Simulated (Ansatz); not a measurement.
Results of PBEsol (Ansatz, a program for electronic structure, PAW) for VSi₂ (P6₂22, No. 180).

Settings: plane-wave cutoff 520 eV, 18×18×10 k mesh (along the axes of the cell as run), Fermi–Dirac smearing 0.05 eV, no spin polarisation, scalar-relativistic PAW data made under PBE.

Computed at the level's own relaxed cell.

Problem. Estimate the equilibrium lattice constant a and lattice parameter c that the calculation returns.

Solution. 
equilibrium lattice constant a: 4.523 Å
lattice parameter c: 6.322 Å

The run finds no gap.

The computed numbers hold no vibrational or temperature effects.

The result took very roughly 5 core-minutes.
